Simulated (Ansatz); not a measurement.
The starting structures come from a database of crystals and need not be the phases stable at ambient conditions.

 Where the default PAW files enter, the runs use the earlier of Ansatz's two default sets.

Given:

```yaml
crystal:
  lattice:
    - [5.75617, 0.00000, 0.00000]
    - [0.00000, 5.75617, 0.00000]
    - [0.00000, 0.00000, 5.75617]
  atoms:
    - { symbol: Ca, position: [0.50000, 0.00000, 0.00000] }
    - { symbol: Ca, position: [0.00000, 0.50000, 0.00000] }
    - { symbol: Ca, position: [0.00000, 0.00000, 0.50000] }
    - { symbol: As, position: [0.00000, 0.00000, 0.00000] }
    - { symbol: Cl, position: [0.50000, 0.00000, 0.50000] }
    - { symbol: Cl, position: [0.00000, 0.50000, 0.50000] }
    - { symbol: Cl, position: [0.50000, 0.50000, 0.00000] }
```

Space group of this cell: Pm-3m. The cell is taken as given.

Transport runs along the normal of the first two printed cell vectors, the (001) plane of the conventional cell.

The gap is the functional's own. No spin-orbit coupling. Mid-gap values are interpolated on the energy grid.

Task: Predict the band gap and the smallest decay constant κ at mid-gap from r2SCAN (Ansatz, a program for electronic structure).

Result: Gap 2.19 eV on a 6×6×6 mesh; κ = 0.205 1/Å, at the zone centre.
